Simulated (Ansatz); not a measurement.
## What Ca on a Ti site does to TiB2

The reference is a 24-atom supercell of TiB₂ (space group P6/mmm, No. 191; a = 3.017 Å, c = 3.185 Å) at its relaxed geometry.

Perturbation: one Ti atom is replaced by Ca, atoms relaxed at fixed cell, starting from a slightly rattled geometry.

The values are results of PBEsol in Ansatz (plane waves to 420 eV, PAW, scalar-relativistic without spin-orbit coupling), earlier PAW set, not measurements. Γ-centred 6×6×6 mesh, Fermi–Dirac width 0.05 eV.

```csv
quantity,base,changed,shift
pressure,0.0 GPa,10.3 GPa,+10.3 GPa
largest displacement of a host atom from its site in the perfect cell,–,0.06 Å,–
mean distance from the defect site to its nearest host atoms,2.36 Å,2.41 Å,+0.05 Å
```

In so small a cell the defect repeats every few ångströms: this is an ordered compound, not a dilute defect. The mesh was chosen for an insulator and is coarse for the gapless case. All final runs are without spin polarisation. The defect cell is not spin-polarised.

Ansatz is a first-principles code.
